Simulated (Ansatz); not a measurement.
Take HgTe in the zinc blende structure (space group F-43m, No. 216; a = 6.6507 Å) as the base.

All numbers come from DFT with PBE, PAW potentials and a 420 eV plane-wave cutoff in Ansatz (an electronic-structure program), no spin-orbit coupling.

Strains are applied to the cell and any free atomic positions relax.

One change was made to it. Results:

The pressure goes from zero to 1.1 GPa; the energy goes up by 3.7 meV/atom.

**Question.** Name the change that was made.
A) isotropic strain +1.50 %
B) isotropic strain −1.00 %
C) isotropic strain −2.00 %
D) isotropic strain −2.50 %
E) isotropic strain −3.00 %

**Answer.** B, isotropic strain −1.00 %. For comparison, the energy relative to the base in the other runs: isotropic strain +1.50 % gives +7.5 meV/atom; isotropic strain −2.00 % gives +15 meV/atom; isotropic strain −3.00 % gives +36 meV/atom; isotropic strain −2.50 % gives +25 meV/atom.

Stability against distortions was not tested. All final runs are without spin polarisation.
